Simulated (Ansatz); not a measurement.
Ansatz (a quantum-chemistry and plane-wave program) run on Hg₃H₄S₂O₁₁ (P1, 40 atoms in the cell): self-consistent single point.

Method of the run: PBEsol, default PAW files made with PBE (plane waves; Ansatz).

```
Hg3H4S2O11
1.0
    3.63119    -4.55718     0.00000
    3.63119     4.55718     0.00000
   -2.31062     0.00000    14.63201
Hg H S O
6 8 4 22
Direct
  0.99770   0.49959   0.99865
  0.50111   0.99647   0.50063
  0.32085   0.19080   0.15184
  0.67977   0.81320   0.84951
  0.80898   0.68233   0.34843
  0.18739   0.32130   0.65048
  0.90259   0.27528   0.15009
  0.09065   0.71704   0.85072
  0.71769   0.09582   0.35235
  0.27803   0.90258   0.64770
  0.13886   0.67292   0.21221
  0.85294   0.31830   0.78556
  0.32380   0.85094   0.28742
  0.67794   0.14864   0.71298
  0.62477   0.80687   0.10603
  0.37725   0.19011   0.89223
  0.19263   0.37877   0.39608
  0.81872   0.62514   0.60457
  0.05965   0.38839   0.13929
  0.94284   0.61163   0.86152
  0.62029   0.94915   0.36282
  0.38719   0.06202   0.63759
  0.63463   0.05467   0.16238
  0.37115   0.94957   0.83824
  0.94281   0.36785   0.33946
  0.04990   0.63397   0.65995
  0.61939   0.62816   0.16922
  0.38537   0.37253   0.82988
  0.37047   0.38269   0.32992
  0.63308   0.61934   0.67059
  0.85115   0.84777   0.06101
  0.15412   0.15052   0.93856
  0.15014   0.15088   0.44021
  0.84794   0.84601   0.56074
  0.41306   0.75204   0.03379
  0.58537   0.25107   0.96703
  0.24623   0.58525   0.46668
  0.74947   0.40997   0.53244
  0.16039   0.83759   0.25033
  0.83370   0.16284   0.75086
```

Reference input (self-consistent single point, DFT, PBEsol, plane waves, default PAW files made with PBE): basis.ecutwfc = 420 eV; kpoints.mp_grid.grid = 3 3 2; hamiltonian.xc = pbesol; hamiltonian.pseudopotentials = {kind: paw} (the program's default PAW files); scf.occupations.method = gaussian; scf.occupations.width = 0.05 eV. This run's input differs from it in these lines:

Ansatz 0.2 input:
```diff
@@ -47,3 +47,3 @@
 basis:
-  ecutwfc: 420.0
+  ecutwfc: 380.0
 kpoints:
```

Output (repeated stretches shortened):

```
SCF iter   1: F=—  HF=-97995.229571 eV  |F-HF|=—  |Δ(HF+E_count)|=         —  Δρ=1.28e-2  dr2=5.96e-1  ethr=1.77e-3  ⟨swp⟩=5.3  Hψ=7661  notcnv=0  defer=215
all-band conjugate gradients solve this SCF's bands
preconditioner: auto → Resta (q_TF=auto, 2.496 Å⁻¹)
SCF iter   2: F=—  HF=-97995.061449 eV  |F-HF|=—  |Δ(HF+E_count)|=   1.68e-1  Δρ=2.93e-3  dr2=3.59e-2  ethr=2.10e-4  ⟨swp⟩=2.7  Hψ=3246  notcnv=0  defer=340
   [... lines left out ...]
SCF iter   7: F=—  HF=-97995.063604 eV  |F-HF|=—  |Δ(HF+E_count)|=   6.29e-4  Δρ=4.57e-5  dr2=9.41e-6  ethr=1.92e-8  ⟨swp⟩=2.0  Hψ=2586  notcnv=0  defer=340
SCF iter   8: F=—  HF=-97995.063607 eV  |F-HF|=—  |Δ(HF+E_count)|=   3.14e-6  Δρ=1.23e-5  dr2=7.90e-7  ethr=3.31e-9  ⟨swp⟩=2.0  Hψ=2580  notcnv=0  defer=340
SCF iter   9: F=—  HF=-97995.063608 eV  |F-HF|=—  |Δ(HF+E_count)|=   6.81e-7  Δρ=9.36e-6  dr2=3.56e-7  ethr=2.78e-10  ⟨swp⟩=3.0  Hψ=2649  notcnv=0  defer=340
SCF iter  10: F=-97995.063608 eV  HF=-97995.063608 eV  |F-HF|=1.57e-8  |Δ(HF+E_count)|=   1.75e-8  Δρ=2.23e-6  dr2=2.33e-8  ethr=3.52e-11  ⟨swp⟩=9.7  Hψ=9498  notcnv=0
SCF 1 converged in 10 iterations: F = -97995.063608 eV  dr2 = 2.33e-8
Free energy (F): -97995.063608 eV
Internal energy: -97995.063608 eV  (E = F + TS)
E sigma→0 (E₀):  -97995.063608 eV
Fermi energy:    5.924885 eV
--- Forces (eV/Å), atoms counted from 1 ---
  atom   1  Hg    -0.08582061    -0.16488723     0.28792718
  atom   2  Hg     0.15729357     0.12851473    -0.14006380
  atom   3  Hg    -0.07371169    -0.06008608    -0.08705426
  atom   4  Hg     0.12460410    -0.49319343     0.00773583
  atom   5  Hg     0.08493653    -0.21138180     0.03258311
   [... 31 lines left out ...]
  atom  37  O      0.33846896     0.03619051    -0.07386220
  atom  38  O      1.10745273     0.47130628     1.38393084
  atom  39  O     -0.05115812    -2.29151542    -0.01582959
  atom  40  O     -0.48982843     0.15560043    -0.71534251
--- Stress (GPa, compression-positive) ---
       -4.158628       0.668355      -0.266728
        0.668354      -6.438357      -0.642483
       -0.266728      -0.642483      -4.416213
  P = ⅓ Tr σ = -5.0044 GPa (-50.044 kbar)
  The stress holds the Pulay correction. Without it, at fixed plane waves, as pw.x and ABINIT print it: P = -7.4159 GPa
```

The run converged in 10 iterations. Against the reference run the free energy rises by 15.7 meV/atom, the pressure hardly changes (-4.98 to -5.00 GPa), the largest force moves little (4.249 to 4.251 eV/Å) and the gap on the mesh moves little (1.545 to 1.543 eV).

The starting cell comes from a database of computed structures (which also holds hypothetical and non-ambient phases and stackings), without a prior relaxation at this level. Its atoms were displaced at random from the sites of space group no. 15. Spin-orbit coupling is off. Forces in this geometry exceed 1 eV/Å. Ansatz's pressure includes its estimate of the finite-basis (Pulay) stress. Without the estimate this run gives -7.42 GPa. The cutoff lies below the one recommended for these files.

Cost on one core of a shared machine: roughly 2 min.
